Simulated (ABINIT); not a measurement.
Input and output of a self-consistent single point for SiC (P6_3mc, 4 atoms in the cell) (ABINIT).

Level of theory: PBE, norm-conserving pseudopotentials (PseudoDojo nc-sr-05 PBE standard) (plane waves; ABINIT 10.0.3).

The change in words: lattice scaled by 0.98. Reference geometry:
```
SiC
1.0
    3.07351     0.00000     0.00000
   -1.53676     2.66174     0.00000
    0.00000     0.00000     5.04525
Si C
2 2
Direct
  0.33333   0.66667   0.49960
  0.66667   0.33333   0.99960
  0.33333   0.66667   0.87540
  0.66667   0.33333   0.37540
```

Reference input (self-consistent single point, DFT, PBE, plane waves, norm-conserving pseudopotentials (PseudoDojo nc-sr-05 PBE standard)): pseudos = [Si.upf, C.upf]; ecut = 41 Ha; occopt = 3; tsmear = 0.02 eV; ngkpt = 6 6 4; nshiftk = 1; shiftk = 0 0 0; potentials = PseudoDojo nc-sr-05 PBE standard; nband = 13; kptopt = 1; nstep = 50; toldfe = 1e-09 Ha. This run's input differs from it in these lines:

```diff
@@ -5,5 +5,5 @@
 rprim
-         3.0735101508   -0.0000000350    0.0000000000
-        -1.5367550451    2.6617378869    0.0000000000
-         0.0000000000    0.0000000000    5.0452500000
+         3.0120399092    0.0000000211    0.0000000000
+        -1.5060199729    2.6085030681    0.0000000000
+         0.0000000000    0.0000000000    4.9443450000
 natom 4
@@ -13,6 +13,6 @@
 xcart
-         0.0000000202    1.7744919129    2.5206069000
-         1.5367550855    0.8872459390    5.0432319000
-         0.0000000202    1.7744919129    4.4166118500
-         1.5367550855    0.8872459390    1.8939868500
+        -0.0000000122    1.7390020524    2.4701947620
+         1.5060199485    0.8695010367    4.9423672620
+        -0.0000000122    1.7390020524    4.3282796130
+         1.5060199485    0.8695010367    1.8561071130
       Angstrom
```

The program printed (abridged):

```
--- !BeginCycle
solver: {iscf: 7, nstep: 50, nline: 4, wfoptalg: 0, }
tolerances: {toldfe: 1.00E-09, }
...

     iter   Etot(hartree)      deltaE(h)  residm     vres2
 ETOT  1  -20.328858864529    -2.033E+01 4.938E-02 8.131E+02
 ETOT  2  -20.461163920369    -1.323E-01 1.131E-02 3.091E+02
 ETOT  3  -20.532585985653    -7.142E-02 3.429E-02 2.699E-01
 ETOT  4  -20.532677596338    -9.161E-05 1.710E-03 1.284E-02
 ETOT  5  -20.532679368510    -1.772E-06 9.922E-04 3.144E-04
 ETOT  6  -20.532679388857    -2.035E-08 6.656E-04 4.038E-06
 ETOT  7  -20.532679389477    -6.198E-10 4.698E-04 8.256E-08
 ETOT  8  -20.532679389482    -5.553E-12 2.978E-04 2.929E-09
 At SCF step    8, etot is converged :
  for the second time, diff in etot=  5.553E-12 < toldfe=  1.000E-09

 Cartesian components of stress tensor (hartree/bohr^3)
  sigma(1 1)= -6.67670720E-04  sigma(3 2)=  0.00000000E+00
  sigma(2 2)= -6.67670721E-04  sigma(3 1)=  0.00000000E+00
  sigma(3 3)= -6.40666080E-04  sigma(2 1)=  5.86107414E-14

 ----iterations are completed or convergence reached----

 reduced coordinates (array xred) for    4 atoms
       0.333333333324      0.666666666647      0.499600000000
       0.666666666657      0.333333333314      0.999600000000
       0.333333333324      0.666666666647      0.875400000000
       0.666666666657      0.333333333314      0.375400000000
 cartesian forces (eV/Angstrom) at end:
    1     -0.00000000000000    -0.00000000000000     0.00826118060070
   [... lines left out ...]
 Fermi (or HOMO) energy (eV) =   8.65400   Average Vxc (eV)= -11.55562
   [... lines left out ...]
total_energy        : -2.05326793894824E+01
total_energy_eV     : -5.58722620541517E+02
band_energy         :  8.33320040713817E-01
...

-Cartesian components of stress tensor (GPa)         [Pressure=  1.9379E+01 GPa]
- sigma(1 1)= -1.96435475E+01  sigma(3 2)=  0.00000000E+00
- sigma(2 2)= -1.96435475E+01  sigma(3 1)=  0.00000000E+00
- sigma(3 3)= -1.88490437E+01  sigma(2 1)=  1.72438726E-09

 Calculation completed.
```

The run converged in 8 iterations. Against the reference run the free energy goes up by 43.0 meV/atom, the pressure goes from 3.89 to 19.38 GPa, the largest force goes from 0.003 to 0.008 eV/Å and the gap on the mesh goes from 2.276 to 2.166 eV.

The starting cell comes from a database of computed structures (which also holds hypothetical and non-ambient phases and stackings), without a prior relaxation at this level. For this run, on top of that: lattice scaled by 0.98. With a pressure of about 19 GPa the cell is away from its equilibrium volume at this level.
